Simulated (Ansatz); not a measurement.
This Ansatz (a quantum-chemistry and plane-wave program) input is the reference run, SnTe in the rock salt structure (space group Fm-3m, No. 225), computed with DFT with LDA, PAW potentials and a 420 eV plane-wave cutoff in Ansatz, no spin-orbit coupling:

Ansatz 0.2 input:
```yaml
crystal:
  lattice:
    - [0, 3.1174128643, 3.1174128643]
    - [3.1174128643, 0, 3.1174128643]
    - [3.1174128643, 3.1174128643, 0]
  atoms:
    - { symbol: Sn, position: [0, 0, 0] }
    - { symbol: Te, position: [0.5, 0.5, 0.5] }
basis: { ecutwfc: 420, ecutrho_ratio: 4, xc_grid: 2, fft_grid_basis: typed }
kpoints: { mp_grid: { grid: [9, 9, 9] } }
hamiltonian:
  xc: lda
  dispersion: none
  pseudopotentials: { kind: paw }
scf: { occupations: { method: fermi_dirac, width: 0.05 }, convergence: { dr2_threshold: 0.0000000002 } }
output: { forces: true, stress: true }
checkpoint: { write: state.ck, write_every: 1000 }
```

**Question.** Write the input for this change: a pure shear with ε_xy = ε_yx = 0.0057; the atoms relax in the strained cell.

**Answer.** 
Ansatz 0.2 input:
```yaml
crystal:
  lattice:
    - [0.0177692533, 3.1174128643, 3.1174128643]
    - [3.1174128643, 0.0177692533, 3.1174128643]
    - [3.1351821176, 3.1351821176, 0]
  atoms:
    - { symbol: Sn, position: [0, 0, 0] }
    - { symbol: Te, position: [0.5, 0.5, 0.5] }
basis: { ecutwfc: 420, ecutrho_ratio: 4, xc_grid: 2, fft_grid_basis: typed }
kpoints: { mp_grid: { grid: [9, 9, 9] } }
hamiltonian:
  xc: lda
  dispersion: none
  pseudopotentials: { kind: paw }
scf: { occupations: { method: fermi_dirac, width: 0.05 }, convergence: { dr2_threshold: 0.0000000002 } }
relax: { f_tol: 0.005, max_steps: 50 }
output: { forces: true, stress: true }
checkpoint: { write: state.ck, write_every: 1000 }
```
This is the input that was run.

Stability against distortions was not tested.
